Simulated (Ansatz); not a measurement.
**NiO in the rock salt structure (space group Fm-3m, No. 225; ferromagnetic)**

```cif
data_NiO
_chemical_formula_sum 'O1 Ni1'
_space_group_name_H-M_alt 'P 1'
_space_group_IT_number 1
_cell_length_a 2.96318
_cell_length_b 2.96318
_cell_length_c 2.96318
_cell_angle_alpha 60.000
_cell_angle_beta 60.000
_cell_angle_gamma 60.000
loop_
_space_group_symop_operation_xyz
  'x, y, z'
loop_
_atom_site_label
_atom_site_type_symbol
_atom_site_fract_x
_atom_site_fract_y
_atom_site_fract_z
_atom_site_occupancy
O1 O 0.00000 0.00000 0.00000 1
Ni1 Ni 0.50000 0.50000 0.50000 1
```

The values are results of Ansatz (a program for electronic structure), r2SCAN, PAW, cutoff 500 eV, scalar-relativistic without spin-orbit coupling, earlier PAW set, not measurements. Γ-centred 13×13×13 mesh, Fermi–Dirac width 0.05 eV.

Volume per atom: 9.20 Å³
Density: 6.74 g/cm³
Band gap: 0.85 eV, indirect, L → Γ
Magnetic state: ferromagnetic
Total energy: -3206.725 eV/atom (σ→0; compares only within this code and set-up)

Stability against distortions was not tested. No Hubbard U is applied and the magnetic state is the run's own (NiO ferromagnetic); small cells can't hold the antiferromagnetic order that many such compounds have, so gaps and moments can be off. Where the two band edges lie in opposite spin channels, the gap is a spin-flip gap. In its common phase, real NiO is an antiferromagnetic insulator at low temperature.
